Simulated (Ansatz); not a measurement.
Here is the system:

```
CELL_PARAMETERS angstrom
     -3.35133     3.35133     3.35133
      3.35133    -3.35133     3.35133
      3.35133     3.35133    -3.35133
ATOMIC_POSITIONS crystal
  Zr 0.87500 0.12500 0.75000
  Zr 0.62500 0.37500 0.25000
  Zr 0.75000 0.87500 0.12500
  Zr 0.25000 0.62500 0.37500
  Zr 0.12500 0.75000 0.87500
  Zr 0.37500 0.25000 0.62500
  N  0.64175 0.64175 0.64175
  N  0.35825 0.50000 0.00000
  N  0.50000 0.00000 0.85825
  N  0.00000 0.35825 0.50000
  N  0.85825 0.50000 0.00000
  N  0.14175 0.14175 0.14175
  N  0.00000 0.85825 0.50000
  N  0.50000 0.00000 0.35825
```

Computed with PBEsol, rigid bands (plane waves, PAW, scalar-relativistic; Ansatz, a quantum-chemistry and plane-wave program). Geometry: cell and atoms relaxed with PBEsol.

Task: Predict the hole conductivity mass (n e² τ/σ) at 300 K, by direction if it differs.

Result: 0.84 mₑ.

Task: Predict the electron conductivity mass (n e² τ/σ) at 300 K, by direction if it differs.

Result: 0.38 mₑ.

Task: And the band gap?

Result: 0.76 eV at this level; semilocal functionals usually fall short of the measured gap.

Rigid bands, one relaxation time for all states, no polarons. Spin-orbit coupling is left out; where it splits the top of the valence band it changes the hole mass and lowers the gap by about a third of the splitting.

Computed structure with no diffraction record at hand here (it may be known, metastable or hypothetical): Zr3N4 (I-43d).
